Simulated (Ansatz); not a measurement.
Cu3Si (P6₃/mmc, No. 194, 8 atoms in the cell; start mp-867317), treated with PBEsol (Ansatz, a program for electronic structure, plane waves, PAW).

Numerical settings: plane-wave cutoff 520 eV, 12×12×14 k mesh (along the axes of the cell as run), Fermi–Dirac smearing 0.05 eV, no spin polarisation, scalar-relativistic PAW data made under PBE.

Cell (relaxed at this level):

Space group P6₃/mmc (No. 194); a = b = 5.115 Å, c = 4.078 Å, α = β = 90.00°, γ = 120.00°

```
atom  site  symmetry       x       y       z
----  ----  --------  ------  ------  ------
Si      2d      -6m2  0.6667  0.3333  0.2500
Cu      6h       mm2  0.1676  0.3353  0.2500
```

Problem. Predict the bulk modulus.

Solution. 
- bulk modulus: 168 GPa

Note: the run has no spin polarisation, so it can have missed a magnetic state; the bulk modulus is −V dP/dV from two relaxed cells at ±2 % in volume; the relaxation could not lower the start's symmetry, so the cell can be a saddle point above a distorted one.

Computing time: roughly 5 core-minutes.

A start named mp-… is a Materials Project structure, which need not be a measured phase.
